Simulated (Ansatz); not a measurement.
Results of LDA (PAW; Ansatz, a quantum-chemistry and plane-wave program) for ZrAu2 (I4/mmm, No. 139; cell taken from a computed entry).

Run with plane-wave cutoff 500 eV, 22×22×22 k mesh, Fermi–Dirac smearing 0.1 eV, scalar-relativistic PAW data made under PBE.

Computed at the level's own relaxed cell.

### Question
Estimate the volume per atom, lattice constant a and lattice parameter c that the calculation returns.

### Answer

volume per atom: 17.85 Å³/atom
lattice constant a: 3.517 Å
lattice parameter c: 8.657 Å

The run finds no gap.

Note: the relaxation could not lower the start's symmetry, so the cell can be a saddle point above a distorted one.

Spin–orbit coupling is not included; it can shift volumes and moduli of such heavy elements.

Static lattice: no zero-point or thermal effects.
